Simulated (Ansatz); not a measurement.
Base system: TiS2 in the CdI2 type structure (space group P-3m1, No. 164; a = 3.361 Å, c = 5.522 Å; layered, stacked along the Cartesian z axis).

All numbers come from Ansatz (a first-principles code), PBE-D3(BJ), PAW, cutoff 420 eV, scalar-relativistic without spin-orbit coupling.

One change was made to it. Results:

```csv
quantity,base,after
shortest interatomic distance,2.409 Å,2.372 Å
band gap,zero,zero
```

Question: Name the change that was made.
(A) pressure 0.3 GPa
(B) pressure 0.7 GPa
(C) pressure −1 GPa
(D) pressure 7.5 GPa
(E) pressure 1.5 GPa

Answer: D, pressure 7.5 GPa. For comparison, the shortest interatomic distance in the other runs: pressure 0.7 GPa gives 2.405 Å; pressure −1 GPa gives 2.415 Å; pressure 0.3 GPa gives 2.407 Å; pressure 1.5 GPa gives 2.401 Å.

Load acts through the strain it causes; cell and atoms are relaxed under it. Whether these cells are dynamically stable was not tested. No other phases were tried under pressure. The base started in P3m1 and relaxed to P-3m1 at this level. All final runs are without spin polarisation. A zero or small gap of TiS2 can be the functional's error rather than a property of the material.
